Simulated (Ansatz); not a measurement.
The starting structures come from a database of crystals and need not be the phases stable at ambient conditions.

Here is the system:

```yaml
crystal:
  lattice:
    - [3.30779, 0.00000, 0.00000]
    - [0.00000, 4.98288, 0.00000]
    - [1.65390, 0.00000, 2.86463]
  atoms:
    - { symbol: Mg, position: [0.33333, 0.99784, 0.33333] }
    - { symbol: Mg, position: [0.66667, 0.49784, 0.66667] }
    - { symbol: O, position: [0.33333, 0.59756, 0.33333] }
    - { symbol: O, position: [0.66667, 0.09756, 0.66667] }
```

Space group of this cell: P6_3mc, wurtzite. The cell is taken as given; by r2SCAN its mean pressure is -0.6 GPa.

These are r2SCAN (plane waves, PAW; Ansatz, a program for electronic structure) values and carry that method's errors.

The current runs along the normal of the first two printed vectors; no spin-orbit coupling. Scaled by the factor s: the length along the current (ions clamped). The meshes follow the cell: 12×6×12 and 10×6 across at s = 0.97, 10×6×10 and 10×6 across at s = 1.00, 10×6×10 and 10×6 across at s = 1.03.

| s | mean pressure (GPa) | slowest mid-gap decay constant κ (1/Å) |
|---|---|---|
| 0.97 | 3.8 | 0.350 |
| 1.00 | -0.6 | 0.340 |
| 1.03 | -4.1 | ? |

Q: Take the slope of the slowest mid-gap decay constant κ against ln s from the two given rows, extrapolate to s = 1.03, and say what the run there gives.

A: Slope = (0.350 − 0.340) / ln 0.97 = -0.328 1/Å. The line gives 0.340 + (-0.328) × ln 1.03 = 0.330 1/Å. The run gives 0.330 1/Å, as the line does.
